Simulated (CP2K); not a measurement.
Band structure of CaCd2As2 (P-3m1, 5 atoms in the cell).

```
Ca(CdAs)2
1.0
    4.41388     0.00000     0.00000
   -2.20694     3.82253     0.00000
    0.00000     0.00000     7.20606
Ca Cd As
1 2 2
Cartesian
  0.00000   0.00000   0.00000
  0.00000   2.54836   4.56324
  2.20694   1.27418   2.64282
  0.00000   2.54836   1.71259
  2.20694   1.27418   5.49347
```

Computed with LDA (Pade form), GPW, DZVP-MOLOPT-SR-GTH basis, GTH-PADE potentials (GTH_POTENTIALS) (CP2K).

Settings: CUTOFF = 500 Ry; REL_CUTOFF = 60 Ry; SMEAR/METHOD = FERMI_DIRAC; ELECTRONIC_TEMPERATURE = 580.23 K; KPOINTS/SCHEME = MONKHORST-PACK 7 7 4; GAMMA_CENTERED = T; XC_FUNCTIONAL = PADE; Ca/BASIS_SET = DZVP-MOLOPT-SR-GTH; Ca/POTENTIAL = GTH-PADE-q10; Cd/BASIS_SET = DZVP-MOLOPT-SR-GTH; Cd/POTENTIAL = GTH-PADE-q12; As/BASIS_SET = DZVP-MOLOPT-SR-GTH; As/POTENTIAL = GTH-PADE-q5; METHOD = GPW.

The starting cell comes from a database of computed structures (which also holds hypothetical and non-ambient phases and stackings), without a prior relaxation at this level. Values carry the incompleteness of an atom-centred basis. The run gives no clean gap (levels at the Fermi energy touch, overlap or are partly filled at this smearing), which alone does not show that the compound is a metal.

Levels in eV from the Fermi level, bands 19 to 24:
```
point     19     20     21     22    23    24
-----  -----  -----  -----  -----  ----  ----
Γ      -1.39  -0.36  -0.08  -0.08  0.04  0.61
M      -3.13  -2.27  -2.23  -1.39  0.83  2.09
K      -3.97  -2.50  -2.50  -2.05  2.21  2.46
A      -1.00  -1.00  -0.69  -0.69  0.36  1.39
L      -2.44  -2.33  -1.29  -1.16  1.21  1.47
H      -3.49  -2.82  -1.66  -1.66  1.73  1.73
```

No band crosses the Fermi level by more than 0.03 eV along this path.

Higher empty bands are left out: an atom-centred basis made for the valence describes them poorly.
